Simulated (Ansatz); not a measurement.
**Step by step: formation energy of AgBr (rock salt, Fm-3m) from the elements**

This concerns the formation energy of AgBr (rock salt, Fm-3m) from the elements. Reaction: Br (Cmce) + Ag (fcc) → AgBr (rock salt). Negative: the products are lower in energy. The value is per atom of the solid.

AgBr (rock salt, Fm-3m), 2 atoms in the cell. Conventional cell: a = 5.731 Å, b = 5.731 Å, c = 5.731 Å, α = 90.00°, β = 90.00°, γ = 90.00°.

Method: Ansatz (a quantum-chemistry and plane-wave program), PAW, neutral cells at 0 K with nuclei at rest, on structures from PBE+D3(BJ). Ansatz runs with its default PAW set. 

Total energies of the cells in eV, at zero smearing width. They compare only within one column; the weights balance every element.

```
cell              atoms  weight    PBE+D3(BJ)
----------------  -----  ------  ------------
AgBr (rock salt)      2      +4  -10375.08040
Br (Cmce)             4      −1  -11133.54743
Ag (fcc)              1      −4   -7591.13318
```

PBE+D3(BJ): 4 × (-10375.08040) − (-11133.54743) − 4 × (-7591.13318) = -2.241 eV; dividing by 8 atoms gives -0.28 eV/atom.

What follows from the PBE+D3(BJ) value: A formula unit of AgBr has 2 atoms, so it forms with -0.2802 × 2 = -0.560 eV, or -54.0 kJ/mol at 96.485 kJ/mol per eV.
